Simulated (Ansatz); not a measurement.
Lattice parameter c of ReC (model structure, started from the NbAs type, I4₁md, No. 109, 4 atoms in the cell) at several levels of theory

No measured value is used here.

| level (code) | value (Å) |
|---|---|
| LDA (Ansatz) | 9.882 |
| PBE (Ansatz) | 10.012 |
| PBEsol (Ansatz) | 9.928 |
| PBE-D3(BJ) (Ansatz) | 9.944 |

Density-functional levels without +SOC have no spin–orbit coupling. LDA, PBE, PBEsol, PBE-D3(BJ): the run has no spin polarisation, so it can have missed a magnetic state. Ansatz's density-functional and Hartree–Fock values are scalar-relativistic unless marked +SOC, with PAW data made under PBE.

A model structure was made by putting elements into a prototype or built by hand; it is no filed structure, need not be a known phase, and can be a saddle point held by its symmetry.

Ansatz is a program for electronic structure.
